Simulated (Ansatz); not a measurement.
The structure below was relaxed with Ansatz (a program for electronic structure) PBE, no spin-orbit coupling, at pressure 30 GPa.

```
CELL_PARAMETERS angstrom
      0.00000     2.72476     2.72476
      2.72476     0.00000     2.72476
      2.72476     2.72476     0.00000
ATOMIC_POSITIONS crystal
  I  0.75000 0.75000 0.75000
  Cu 0.00000 0.00000 0.00000
```

### Question
Find the space group and the Wyckoff positions.

### Answer
Space group F-43m (No. 216); a = b = c = 5.4495 Å, α = β = γ = 90.00°

```csv
atom,site,symmetry,x,y,z
I,4c,-43m,0.2500,0.2500,0.2500
Cu,4a,-43m,0.0000,0.0000,0.0000
```

### Question
Describe the coordination.

### Answer
The crystal has 8 atoms in its conventional cell. Lattice parameters: a = b = c = 5.450 Å, α = β = γ = 90.00°. I has 4 Cu at 2.360 Å (tetrahedral). Cu has 4 I at 2.360 Å (tetrahedral). (Neighbours: up to the widest gap in distance over summed covalent radii, below 1.35, at either atom; cation-cation and far metal-metal contacts left out.)

With I present, leaving out spin-orbit coupling can change the band edges. Load acts through the strain it causes; cell and atoms are relaxed under it. Whether these cells are dynamically stable was not tested. Tetrahedral semiconductors of this kind turn to denser phases somewhere between about 1 and 50 GPa; those were not computed, so compressed cells here can lie past the real transition. All final runs are without spin polarisation. The cell was made from CuI in the zinc blende structure (space group F-43m, No. 216) by this change: pressure 30 GPa.
